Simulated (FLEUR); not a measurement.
# FLEUR run on AlV2C (P6_3/mmc, 8 atoms in the cell): self-consistent single point

Method: PBE, all-electron FLAPW (FLEUR), scalar-relativistic valence run with FLEUR.

The input file:

Input of the input generator:

```
AlV2C crystal
&input film=f /
5.3902002718 0.0000004084 0.0000000000
-2.6951004896 4.6680501627 0.0000000000
0.0000000000 0.0000000000 24.4623931894
1.0
1.0 1.0 1.0

8
13 0.3333333333 0.6666666667 0.2500000000
13 0.6666666667 0.3333333333 0.7500000000
23 0.3333333333 0.6666666667 0.5863800000
23 0.6666666667 0.3333333333 0.4136200000
23 0.6666666667 0.3333333333 0.0863800000
23 0.3333333333 0.6666666667 0.9136200000
6 0.0000000000 0.0000000000 -0.0000000000
6 0.0000000000 0.0000000000 0.5000000000

&comp jspins=1 /
&kpt div1=12 div2=12 div3=3 gamma=t /
&end /
```

```xml
<?xml version="1.0" encoding="UTF-8" standalone="no"?>
<fleurInput fleurInputVersion="0.39">
   <comment>
      AlV2C crystal                                                                                       
   </comment>
   <calculationSetup>
      <cutoffs Kmax="4.8" Gmax="14.4" GmaxXC="14.4" numbands="0"/>
      <scfLoop itmax="100" minDistance="0.00001" maxIterBroyd="40" imix="Anderson" alpha="0.05" precondParam="0.0" spinf="2.0"/>
      <coreElectrons ctail="T" frcor="F" kcrel="0" coretail_lmax="0"/>
      <xcFunctional name="pbe" relativisticCorrections="F"/>
      <magnetism jspins="1"/>
      <soc l_soc="F" theta="0.0" phi="0.0" spav="F"/>
      <expertModes spex="0" secvar="F"/>
      <geometryOptimization l_f="T" forcealpha="1.0" forcemix="BFGS" epsdisp="0.00001" epsforce="0.00001"/>
      <ldaU l_linMix="F" mixParam="0.05" spinf="1.0"/>
   </calculationSetup>
   <cell>
      <bzIntegration valenceElectrons="66.0" mode="gauss" fermiSmearingEnergy="0.00499791">
         <kPointListSelection listName="default-1"/>
         <!-- k-points included here -->
         <xi:include xmlns:xi="http://www.w3.org/2001/XInclude" href="kpts.xml"> </xi:include>
      </bzIntegration>
      <!-- symmetry operations included here -->
      <xi:include xmlns:xi="http://www.w3.org/2001/XInclude" href="sym.xml"> </xi:include>
      <bulkLattice scale="1.0">
         <bravaisMatrix>
            <row-1>    5.3902002718000004     0.0000004084000000     0.0000000000000000</row-1>
            <row-2>   -2.6951004896000001     4.6680501627000002     0.0000000000000000</row-2>
            <row-3>    0.0000000000000000     0.0000000000000000    24.4623931894000002</row-3>
         </bravaisMatrix>
      </bulkLattice>
   </cell>
   <atomSpecies>
      <species name="Aluminum (Al)" element="Al" atomicNumber="13">
         <mtSphere radius="2.44" gridPoints="859" logIncrement="0.014"/>
         <atomicCutoffs lmax="10" lnonsphr="8"/>
         <electronConfig flipSpins="F">
            <coreConfig>(1s1/2) (2s1/2) (2p1/2) (2p3/2)</coreConfig>
            <valenceConfig>(3s1/2) (3p1/2) (3p3/2)</valenceConfig>
            <stateOccupation state="(3p1/2)" spinUp="0.1666666666667" spinDown="0.1666666666667"/>
            <stateOccupation state="(3p3/2)" spinUp="0.3333333333333" spinDown="0.3333333333333"/>
         </electronConfig>
         <energyParameters s="3" p="3" d="3" f="4"/>
      </species>
      <species name="Vanadium (V)" element="V" atomicNumber="23">
         <mtSphere radius="2.19" gridPoints="773" logIncrement="0.016"/>
         <atomicCutoffs lmax="8" lnonsphr="6"/>
         <electronConfig flipSpins="F">
            <coreConfig>(1s1/2) (2s1/2) (2p1/2) (2p3/2)</coreConfig>
            <valenceConfig>(3s1/2) (3p1/2) (3p3/2) (4s1/2) (3d3/2) (3d5/2)</valenceConfig>
            <stateOccupation state="(3d3/2)" spinUp="0.6" spinDown="0.6"/>
            <stateOccupation state="(3d5/2)" spinUp="0.9" spinDown="0.9"/>
         </electronConfig>
         <energyParameters s="4" p="4" d="3" f="4"/>
         <lo type="SCLO" l="0" n="3" eDeriv="0"/>
         <lo type="SCLO" l="1" n="3" eDeriv="0"/>
      </species>
      <species name="Carbon (C)" element="C" atomicNumber="6">
         <mtSphere radius="1.24" gridPoints="437" logIncrement="0.023"/>
         <atomicCutoffs lmax="6" lnonsphr="4"/>
         <electronConfig flipSpins="F">
            <coreConfig>(1s1/2)</coreConfig>
            <valenceConfig>(2s1/2) (2p1/2) (2p3/2)</valenceConfig>
            <stateOccupation state="(2p1/2)" spinUp="0.3333333333333" spinDown="0.3333333333333"/>
            <stateOccupation state="(2p3/2)" spinUp="0.6666666666667" spinDown="0.6666666666667"/>
         </electronConfig>
         <energyParameters s="2" p="2" d="3" f="4"/>
      </species>
   </atomSpecies>
   <atomGroups>
      <atomGroup species="Aluminum (Al)">
         <relPos label="                   1">1.000/3.000 -1.000/3.000 1.000/4.000</relPos>
         <relPos label="                   2">-1.000/3.000 1.000/3.000 -1.000/4.000</relPos>
         <force calculate="T" relaxXYZ="TTT"/>
      </atomGroup>
      <atomGroup species="Vanadium (V)">
         <relPos label="                   3">1.000/3.000 -1.000/3.000 -.4136200000</relPos>
         <relPos label="                   4">-1.000/3.000 1.000/3.000 .4136200000</relPos>
         <relPos label="                   5">-1.000/3.000 1.000/3.000 .0863800000</relPos>
         <relPos label="                   6">1.000/3.000 -1.000/3.000 -.0863800000</relPos>
         <force calculate="T" relaxXYZ="TTT"/>
      </atomGroup>
      <atomGroup species="Carbon (C)">
         <relPos label="                   7">.0000000000 .0000000000 .0000000000</relPos>
         <relPos label="                   8">.0000000000 .0000000000 1.000/2.000</relPos>
         <force calculate="T" relaxXYZ="TTT"/>
      </atomGroup>
   </atomGroups>
   <output dos="F" band="F" slice="F">
      <checks vchk="F" cdinf="F"/>
      <bandDOS minEnergy="-.5*Htr" maxEnergy="0.5*Htr" sigma="0.015" storeEVData="T"/>
      <vacuumDOS vacdos="F" integ="F" star="F" nstars="0" locx1="0.0" locy1="0.0" locx2="0.0" locy2="0.0" nstm="0" tworkf="0.0"/>
      <unfoldingBand unfoldBand="F" supercellX="1" supercellY="1" supercellZ="1"/>
      <plotting iplot="0" polar="F">
         <plot TwoD="T" vec1="  1.0  0.0  0.0" vec2="  0.0  1.0  0.0" vec3="  0.0  0.0  1.0" zero="  0.0  0.0  0.0" file="plot"/>
      </plotting>
      <chargeDensitySlicing numkpt="0" minEigenval="0.0" maxEigenval="0.0" nnne="0" pallst="F"/>
      <specialOutput eonly="F"/>
      <magneticCircularDichroism mcd="F" energyLo="-10.0" energyUp="0.0"/>
   </output>
  <!-- We include the file relax.xml here to enable relaxations (see documentation) -->
  <xi:include xmlns:xi="http://www.w3.org/2001/XInclude" href="relax.xml"> <xi:fallback/> </xi:include>
</fleurInput>
```

Output (repeated stretches shortened):

```
      Welcome to FLEUR        (www.flapw.de)
      MaX-Release 8.1          (www.max-centre.eu)

 ========== k-point set info ==========
 Selected k-point list: default-1
 k-point list type: mesh
 12 x 12 x 3
 Number of k points: 38

 ------------Calculation Setup---------------------------
           1           2          19          38
 Number of basis functions:         1218
 Iteration:     1   Distance:      24.06221303 me/bohr^3
 Iteration:     2   Distance:      19.68127679 me/bohr^3
 Iteration:     3   Distance:       8.48529568 me/bohr^3
 Iteration:     4   Distance:       6.57350206 me/bohr^3
 Iteration:     5   Distance:       5.09177533 me/bohr^3
 Iteration:     6   Distance:       2.28243005 me/bohr^3
   [... 7 lines left out ...]
 Iteration:    14   Distance:       0.00052300 me/bohr^3
 Iteration:    15   Distance:       0.00013634 me/bohr^3
 Iteration:    16   Distance:       0.00011948 me/bohr^3
 Iteration:    17   Distance:       0.00001188 me/bohr^3
 Iteration:    18   Distance:       0.00000462 me/bohr^3
 Reset of history
 Run finished successfully
 Stop message:
   Structural relaxation: new displacements generated

[file out, last iteration]
             iter=     19
          p o t e n t i a l   g e n e r a t o r
[...]
          integral of pseudo charge density inside the slab=        0.000000   0.000000
     coulomb potential in the interstitial region:
          density-coulomb potential integrals
          total density-coulomb potenti    -6597.1678597128
          density-effective potential integrals for spin  1
          total density-effective poten   -6.8951072816E+03
          charge density-energy density integrals
          total charge density-energy d   -2.3007529089E+02
 Updated energy parameters for spin:           1
  Atom    1 3s branch from -3.33 to  1.18 htr. ; e_l =  0.2219
  Atom    1 3p branch from -1.92 to  1.59 htr. ; e_l =  0.3775
  Atom    1 3d branch from -9.99 to  1.95 htr. ; e_l =  0.5552
  Atom    1 4f branch from -9.99 to  3.58 htr. ; e_l =  0.7228
  Atom    2 4s branch from -1.89 to  2.80 htr. ; e_l =  0.2235
  Atom    2 4p branch from -0.89 to  3.35 htr. ; e_l =  0.3348
  Atom    2 3d branch from -9.99 to  0.69 htr. ; e_l =  0.3785
  Atom    2 4f branch from -9.99 to  3.71 htr. ; e_l =  0.6235
  Atom    2 3s branch from-21.50 to -1.89 htr. ; e_l(l -1.9278
  Atom    2 3p branch from-17.84 to -0.89 htr. ; e_l(l -0.9682
  Atom    3 2s branch from -9.32 to  3.66 htr. ; e_l = -0.3941
  Atom    3 2p branch from -9.99 to  2.86 htr. ; e_l = -0.2094
  Atom    3 3d branch from -9.99 to  8.23 htr. ; e_l = -0.0133
  Atom    3 4f branch from -9.99 to 13.75 htr. ; e_l =  0.1464
[...]
 fermi energy and band-weighting factors:
at   0.00000   0.00000   0.00000   k-weight:    0.002315
   51 eigenvalues :
   -1.930727   -1.930723   -1.928270   -1.928267   -0.978088   -0.977978   -0.964289   -0.964174
   -0.961778   -0.961778   -0.961776   -0.961776   -0.960248   -0.960248   -0.960246   -0.960246
   -0.036928   -0.033151    0.094248    0.117895    0.185415    0.223687    0.311721    0.311721
    0.311856    0.311856    0.322761    0.354924    0.394761    0.407662    0.423689    0.423689
   [... lines left out ...]
          first approx. to ef    (T=0)  :   0.433387 htr   (energy of the highest occ. eigenvalue)
          total moment                 =     0.00000
 Direct bandgap for spin            1 :    9.1344972766221888E-004  Htr
   [... lines left out ...]
          zc=   130.000000     qfix=    1.000000
     t o t a l  e n e r g y
          sum of eigenvalues =             -2494.3161064372
          density-coulomb potential int    -6597.1678597128
          density-effective potential i    -6895.1072815673
          charge density-ex.-corr.energ     -230.0752908892
          el.-nucl. inter. diff. m.t.        577.6606436496
          Madelung term for atom type:       -11.0875722676
          el.-nucl. inter. diff. m.t.       4501.5967117758
          Madelung term for atom type:       -48.8980069665
          el.-nucl. inter. diff. m.t.         81.5350679529
          Madelung term for atom type:       -10.6456472425
 ---->    total energy=                    -4359.2916954705 htr
 ---->    (input%tkb*entropy) TS=              0.0000000000 htr
 ---->    free energy=                     -4359.2916954705 htr
      extrapolation for T->0
 ---->    total electron energy=           -4359.2916954705 htr
 ***** TOTAL FORCES ON ATOMS *****
 TOTAL FORCE FOR ATOM TYPE=  1  X=  2.695   Y= -1.556   Z=  6.116
                       FX_TOT= 0.000000 FY_TOT= 0.000000 FZ_TOT= 0.000000
 TOTAL FORCE FOR ATOM TYPE=  2  X=  2.695   Y= -1.556   Z=-10.118
                       FX_TOT= 0.000000 FY_TOT= 0.000000 FZ_TOT= 0.003839
 TOTAL FORCE FOR ATOM TYPE=  3  X=  0.000   Y=  0.000   Z=  0.000
                       FX_TOT= 0.000000 FY_TOT= 0.000000 FZ_TOT= 0.000000
```

The run converged in 18 iterations. FLEUR gives forces in its relaxation mode, with a further iteration, so its stop message speaks of a relaxation.

The starting cell comes from a database of computed structures (which also holds hypothetical and non-ambient phases and stackings), without a prior relaxation at this level. Its lattice was rescaled by a random factor within 2.5 % of one. Spin polarisation is off. Values depend on the basis (sphere radii, cutoffs, local orbitals), which need not be converged. The log's line on a gap gives a spacing of levels on this mesh, which the program prints for metals too.

Cost on one core of a shared machine: roughly 10 min.
